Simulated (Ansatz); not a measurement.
# PbSe: response to strain

Consider PbSe in the rock salt structure (space group Fm-3m, No. 225; a = 6.1780 Å). Axes: x, y, z lie along the cube axes.

Strains are applied to the cell and any free atomic positions relax; under biaxial strain the out-of-plane vector relaxes too.

Levels (all Ansatz, an electronic-structure program, PAW): r2SCAN (500 eV, no spin-orbit coupling); HSE06 (420 eV, no SOC).

Band gaps by level, all at the geometries relaxed with r2SCAN:

```tsv
case	r2SCAN	HSE06
base	0.67 eV	0.79 eV
biaxial strain −1.56 %, plane normal [001], relaxed out of plane	0.56 eV	0.67 eV
strain tensor (xx, yy, zz, yz, xz, xy) = (−2.65, −0.32, +0.99, +0.55, −0.41, −1.10) %	0.40 eV	0.51 eV
```

Single points use the geometry relaxed with r2SCAN. HSE06 was sampled on its mesh, a few special points and the semilocal edge points, so its gap is an upper bound. With Pb present, leaving out spin-orbit coupling can change the band edges. Stability against distortions was not tested.
